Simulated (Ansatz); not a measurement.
A hypothetical phase is included: elements placed on a structure type, which no database files for this compound.

By PBEsol, the system below comes out a metal.

The ballistic (Sharvin) conductance counts the channels at the Fermi level: G/A = (e²/h) × channels of both spins per area.

Given:

```xyz
2
Lattice="3.7153 0.0000 0.0000 0.0000 5.2543 0.0000 1.8577 2.6271 1.8577" Properties=species:S:1:pos:R:3 pbc="T T T"
Cu     1.8577     3.9407     0.0000
Cu     0.0000     2.6271     0.0000
```

The cell was relaxed by PBE-D3(BJ); by PBEsol it stands under a pressure of -0.9 GPa.

The current flows along the normal of the first two printed cell vectors, the (110) plane of the conventional cell. No spin-orbit coupling; the value is a mean over 0.1 eV about the Fermi level.

Task: Compute, with PBEsol in Ansatz (a quantum-chemistry and plane-wave program), the ballistic conductance per area.

Result: 0.73 × 10¹⁵ S/m² for both spins.
